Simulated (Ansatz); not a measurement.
AlCl3 (C2/m, No. 12), treated with HSE06 (plane waves, PAW; Ansatz, an electronic-structure program).

Settings: plane-wave cutoff 500 eV, 4×4×4 k mesh, gaussian smearing 0.02 eV, scalar-relativistic PAW data made under PBE.

Cell (relaxed with PBEsol):

```
AlCl3
1.0
    2.96679    -5.13800     0.00193
    2.96679     5.13800     0.00193
   -1.90558     0.00000     6.34539
Al Cl
2 6
Direct
  0.83338   0.16662   0.00000
  0.16662   0.83338   0.00000
  0.79235   0.79235   0.79050
  0.20765   0.20765   0.20950
  0.56707   0.92641   0.20929
  0.43293   0.07359   0.79071
  0.07359   0.43293   0.79071
  0.92641   0.56707   0.20929
```

Problem. Give the computed band gap.

Solution. 
- band gap: 6.86 eV (on the SCF k mesh)

Note: the cell comes from a level without a dispersion term, which matters for the spacing of layers, chains or molecules; cell and atoms aren't relaxed at this level (pressure 0.3 GPa); the cell has widely spaced layers and the level no dispersion term, so their spacing and the moduli can rest on weak binding.

The computed numbers hold no vibrational or temperature effects.

Cost on a shared machine: around 9 core-minutes (rough).
